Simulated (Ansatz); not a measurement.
Results of G0W0@PBEsol (Ansatz, an electronic-structure program, hard PAW, contour deformation) for B2O3 (Cmc2₁, No. 36, 10 atoms in the cell; start mp-717; high-pressure phase).

The same calculation (at the PBEsol cell, 7.481 Å³/atom) with different numerical settings; throughout: k mesh 2×2×2:

| run | response cutoff (eV) | empty bands | quasiparticle gap on the mesh (eV) | quasiparticle gap at Γ (eV) | rough time |
|---|---|---|---|---|---|
| 1 | 100 | 312 | 11.202 | 11.418 | 70 core-s |
| 2 | 150 | 573 | 11.418 | 11.639 | 3 core-min |
| 3 | 200 | 883 | 11.526 | 11.742 | 10 core-min |
| 4 | 250 | 1234 | 11.583 | 11.797 | 10 core-min |
| 5 | 300 | 1622 | 11.619 | 11.830 | 30 core-min |
| 6 | 400 | 2497 | ? | ? | 60 core-min |

Question: Complete the blanks.

Answer: 
- 6, quasiparticle gap on the mesh (eV): 11.653
- 6, quasiparticle gap at Γ (eV): 11.862

In the column quasiparticle gap on the mesh (eV) the first row differs from the last by -0.451 and the next to last by -0.034.

The last row is no converged limit: other settings stay fixed.

A start named mp-… is a Materials Project structure, which need not be a measured phase.
